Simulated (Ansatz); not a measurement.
Take BP in the zinc blende structure (space group F-43m, No. 216; a = 4.5366 Å) as the base. Axes: x, y, z lie along the cube axes.

All numbers come from Kohn–Sham DFT with the r2SCAN functional, run in Ansatz (an electronic-structure program) with PAW and 500 eV plane waves, no SOC.

It is then changed as follows: an isotropic linear strain of −1.00 %, atoms relaxed at fixed cell.

**Question.** Predict the stress tensor and what it implies for the stiffness.

**Answer.** Stress of the strained cell less that of the base (GPa, compression positive):
```
   5.41    0.00    0.00
   0.00    5.41    0.00
   0.00    0.00    5.41
```

Then B = −ΔP/(ΔV/V₀) with ΔV/V₀ = -0.0297 gives secant stiffness values (nonlinear terms included at this strain): B ≈ 182 GPa.

As a check, the harmonic strain energy −½ V₀ Δσ:ε is 5.9 meV/atom; the computed energy rise is 5.7 meV/atom.

Stability against distortions was not tested.
